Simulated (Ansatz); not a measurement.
The reference is PbS in the rock salt structure (space group Fm-3m, No. 225; a = 5.9026 Å). Axes: x, y, z lie along the cube axes.

Computed with PBEsol (Ansatz, a quantum-chemistry and plane-wave program), without spin-orbit coupling.

Before the change:

* **Pressure**: 0.00 GPa

The change: biaxial strain +0.65 %, plane normal [001], relaxed out of plane (Cartesian); in-plane vectors clamped, the third vector and the atoms free.

### Question
Estimate the effect on the out-of-plane strain, pressure and energy relative to the base.

### Answer
The out-of-plane strain comes out as -0.14 %; the pressure (mean of the normal stresses, compression positive) goes from zero to -0.67 GPa; the energy goes up by 1.1 meV/atom.

Whether these cells are dynamically stable was not tested.
